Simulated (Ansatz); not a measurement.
BaHfO3: stress against strain

BaHfO3 (cubic perovskite, Pm-3m, 14.373 Å³/atom at rest) under an equal strain ε in the (111) plane with the normal axis free, as in a coherent film. PBEsol in Ansatz, a plane-wave DFT program (PAW, default set), 420 eV, 8×8×8 Γ-centred mesh, Fermi-Dirac smearing 0.05 eV; ions are relaxed within the symmetry of each cell. Stress is positive for a compressed cell.

Here s stands for strain and y for stress xx.

```csv
strain (%),stress xx (GPa)
-2.50,?
-1.00,3.28
-0.50,1.62
0.00,0.00
0.50,-1.59
1.00,-3.13
```

Taking a straight line for y over the 5 complete rows: Means: s 0, y 0.036. About the means, the sum of products is -8.0150 and the sum of squares of s is 2.5000; the slope is their ratio. Least squares gives y = 0.036 - 3.2060·s. Residuals (row less fit): 0.038, -0.019, -0.036, -0.023, 0.040; standard error 0.042 (degrees of freedom: 3). The slope gives the biaxial elastic modulus of this plane = 321 ± 3 GPa.

Predict the withheld y at s = -2.50 from the fit, and compare with the calculation.

y = 0.036 - 3.2060 × (-2.5) = 8.051 GPa. The calculation gives 8.51 GPa, 0.459 GPa above the prediction (3.9 % of the range of y in the table). The row lies outside the fitted rows, so this is an extrapolation. From the scatter of the fitted rows alone, a prediction at this place has a standard error of 0.080 GPa, so the miss is 5.7 times that.

One order more, fitted to all 11 runs of the series, follows each within 0.01, so the miss is the next term of a smooth law. The primitive cell can neither tilt nor turn polar against its symmetry, as such crystals can under strain. Rows are the converged runs of the series near zero and its far end; series whose fitted rows scatter by over a few per cent of the range, as at a crossing or softening among them, aren't shown in this form. Most that stay on the fit to the last digits aren't either.
